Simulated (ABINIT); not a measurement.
**Convergence study of the plane-wave cutoff for MgS (I4mm, 2 atoms in the cell)**

```
CELL_PARAMETERS angstrom
      0.00000     2.60780     2.60780
      2.60780     0.00000     2.60780
      2.60780     2.60780     0.00000
ATOMIC_POSITIONS crystal
  Mg 0.00959 0.00959 0.99041
  S  0.50000 0.50000 0.50000
```

Method: LDA (PW92), PAW (JTH v2.0 LDA PAW) (plane waves; ABINIT).

Base settings: pseudos = [Mg.LDA_PW-JTH.xml, S.LDA_PW-JTH.xml]; ecut = 42 Ry; pawecutdg = 84 Ry; pawxcdev = 0; ixc = 7; occopt = 3; tsmear = 0.00183747 Ha; ngkpt = 3 3 3; nshiftk = 1; shiftk = 0 0 0.

Moved along: pawecutdg.

The second cell is the first with its lattice scaled by 0.98.

The mesh stays at the base's, so the ladder's end is converged at best in this setting alone.

Only quantities that move along the ladder and can be compared are tabulated; the gap is left out on so coarse a mesh.

The count of work is k-points × plane waves × bands × iterations; it is no time. 

The starting cell has typed, rounded lattice constants, without a prior relaxation at this level. Its lattice was rescaled by up to half a per cent. One atom was moved a little off its site on purpose.

| ecut | free energy less the last step's (meV/atom) | energy of the compressed cell less the first (meV/atom) | pressure (GPa) | largest difference of a force vector from the last step's (eV/Å) | count of work / last |
|---|---|---|---|---|---|
| 14.6 Ry | 1218.46 | -32.02 | -58.39 | 0.016 | 0.052 |
| 16.8 Ry | 341.77 | 24.88 | -20.55 | 0.012 | 0.071 |
| 19 Ry | 112.11 | 5.05 | -7.67 | 0.009 | 0.086 |
| 20 Ry | 82.56 | -1.90 | -5.60 | 0.006 | 0.082 |
| 24 Ry | 42.01 | 3.23 | -2.11 | 0.005 | 0.12 |
| 26 Ry | 39.37 | 2.53 | -2.17 | 0.005 | 0.12 |
| 30 Ry | 27.04 | 3.39 | -2.56 | 0.001 | 0.17 |
| 34 Ry | 14.48 | 2.97 | -2.51 | 0.003 | 0.20 |
| 38 Ry | 6.15 | 2.68 | -2.24 | 0.003 | 0.24 |
| 42 Ry | 3.15 | 2.74 | -2.05 | 0.001 | 0.25 |
| 46 Ry | 2.49 | 2.74 | -1.98 | 0.000 | 0.31 |
| 50 Ry | 2.29 | 2.71 | -2.00 | 0.000 | 0.33 |
| 56 Ry | 1.51 | 2.68 | -2.02 | 0.000 | 0.38 |
| 64 Ry | 0.57 | 2.57 | -2.02 | 0.000 | 0.51 |
| 74 Ry | 0.29 | 2.57 | -1.99 | 0.000 | 0.64 |
| 84 Ry | 0.21 | 2.60 | -1.98 | 0.000 | 0.77 |
| 100 Ry | 0.00 | 2.61 | -1.97 | 0.000 | 1.0 |

Coarsest ecut that holds the free energy within 1 meV/atom of the last step, with all finer ones: 64 Ry; the step before is off by 1.5 meV/atom.

Coarsest ecut that holds the forces within 0.01 eV/Å of the last step, with all finer ones: 19 Ry, at 0.086 of the last step's count of work; the step before is off by 0.012 eV/Å.

Coarsest ecut that holds the pressure within 0.5 GPa of the last step, with all finer ones: 38 Ry, at 0.24 of the last step's count of work; the step before is off by 0.54 GPa.

The energy difference between the two cells stays within 1 meV/atom of the last step's from 24 Ry on, the total only from 64 Ry on: much of the error is common to both cells and cancels.

Two neighbours can agree and both be off: 46 Ry and 50 Ry differ by 0.20 meV/atom in the free energy, yet lie about 2.3 meV/atom from the last step.

At the lowest cutoff the pressure lies 56.4 GPa under the last step's, the usual sign of Pulay stress in an incomplete plane-wave basis.
